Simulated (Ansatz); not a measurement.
## TiO2 under a change: uniaxial stress, 2 GPa compression along x

Consider TiO2 in the anatase structure (space group I4_1/amd, No. 141; a = 3.778 Å, c = 9.589 Å). Axes: x, y, z lie along a, b, c of the conventional cell.

It is then changed as follows: uniaxial stress, 2 GPa compression along x, with the cell and atoms free to relax against it.

The values are results of Ansatz (an electronic-structure program), r2SCAN, PAW, cutoff 500 eV, no SOC, earlier PAW set, not measurements. Settings: 12×12×12 k-points, 0.05 eV Fermi–Dirac smearing.

| quantity | base | changed | shift |
|---|---|---|---|
| volume per atom | 11.41 Å³ | 11.39 Å³ | -0.02 Å³ |
| space group | I4_1/amd (No. 141) | Imma (No. 74) | – |
| shortest interatomic distance | 1.933 Å | 1.922 Å | -0.011 Å |
| energy relative to the base (free energy F) | 0 meV/atom | +0.6 meV/atom | +0.6 meV/atom |
| band gap | 2.53 eV | 2.57 eV | +0.04 eV |
| gap character | – | indirect, Γ–T (87 % along) → Γ | – |
| smallest direct gap | 2.87 eV | 2.89 eV | +0.02 eV |
| strain response (xx, yy, zz) | – | (−0.82, +0.15, +0.51) % | – |
| secant Young's modulus along x | – | 240 GPa | – |
| mean lateral Poisson ratio | – | 0.40 | – |

Final structure:

```
CELL_PARAMETERS angstrom
     -1.87350     1.89184     4.81895
      1.87350    -1.89184     4.81895
      1.87350     1.89184    -4.81895
ATOMIC_POSITIONS crystal
  Ti 0.50101 0.50101 0.00000
  Ti 0.24899 0.74899 0.50000
  O  0.29335 0.29335 0.00000
  O  0.04349 0.54349 0.50000
  O  0.45665 0.95665 0.50000
  O  0.70651 0.70651 0.00000
```

Stability under load was not tested beyond the relaxation. The final runs are not spin-polarised. Labels are those of the standard path for the cell's own space group.
